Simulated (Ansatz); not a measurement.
Candidates (primitive cells; geometry: cell and atoms relaxed with PBEsol):
A. BaTe (Fm-3m), a = b = c = 4.9084 Å, α = β = γ = 60.00°
B. KBr (Fm-3m), a = b = c = 4.6313 Å, α = β = γ = 60.00°
C. CsH (Fm-3m), a = b = c = 4.422 Å, α = β = γ = 60.00°
D. BaO (Fm-3m), a = b = c = 3.8820 Å, α = β = γ = 60.00°
E. KI (Fm-3m), a = 4.955 Å, b = 4.955 Å, c = 4.955 Å, α = 60.00°, β = 60.00°, γ = 60.00°

### Question
Rank these by hole conductivity mass (highest first), as PBEsol with spin-orbit coupling, rigid bands (Ansatz, a quantum-chemistry and plane-wave program) gives it.

### Answer
B (2.5 mₑ), E (1.83 mₑ), D (1.01 mₑ), C (0.68 mₑ), A (0.50 mₑ)

Masses are for dilute carriers at 300 K, harmonic means over directions unless an axis is named.

Formula and space group known from diffraction (Crystallography Open Database), not checked to be the room-temperature form: BaTe (Fm-3m), CsH (Fm-3m).
